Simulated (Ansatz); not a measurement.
Start from WSe₂ (space group Fm-3m, No. 225; a = 6.266 Å; ferromagnetic; a hypothetical phase, not in the database extracts checked).

Structures relaxed with Kohn–Sham DFT with the PBE functional, run in Ansatz (a quantum-chemistry and plane-wave program) with PAW and 420 eV plane waves, scalar-relativistic without spin-orbit coupling, earlier PAW set.

Base:

Simulated powder pattern, Cu Kα1, λ = 1.54056 Å (kinematic, ideal powder, no thermal factors, no anomalous dispersion; the 10 strongest lines at most, above 2 %, up to 2θ = 90°):

| 2θ (°) | I/Imax (%) | hkl |
|---|---|---|
| 24.59 | 70 | (111) |
| 40.70 | 100 | (220) |
| 48.13 | 36 | (311) |
| 58.91 | 17 | (400) |
| 64.81 | 15 | (331) |
| 74.06 | 35 | (422) |
| 79.40 | 12 | (333) |
| 88.12 | 12 | (440) |

After one change:

Simulated powder pattern, Cu Kα1, λ = 1.54056 Å (kinematic, ideal powder, no thermal factors, no anomalous dispersion; the 10 strongest lines at most, above 2 %, up to 2θ = 90°):

| 2θ (°) | I/Imax (%) |
|---|---|
| 24.54 | 38 |
| 28.41 | 7.6 |
| 40.61 | 100 |
| 48.02 | 18 |
| 58.78 | 16 |
| 64.66 | 7.0 |
| 66.55 | 2.7 |
| 73.89 | 33 |
| 79.21 | 5.3 |
| 87.90 | 11 |

### Question
Which change produced these results?
(A) Se → Ge
(B) W → Os
(C) Se → I
(D) W → Mo

### Answer
D, W → Mo. Its volume per atom is 20.62 Å³ against 20.50 Å³, and its space group is Fm-3m (No. 225).

Other magnetic orders, which the real material may have, were not ruled out. No phonon test of stability was made. As relaxed here, MoSe2, WGe2, OsSe2 and WI2 are hypothetical phases, not in the database extracts checked. Spin-polarised in the final run: MoSe2 and base; the other runs are not. WGe2 has a high density of states at the Fermi level and may be magnetic at this level.
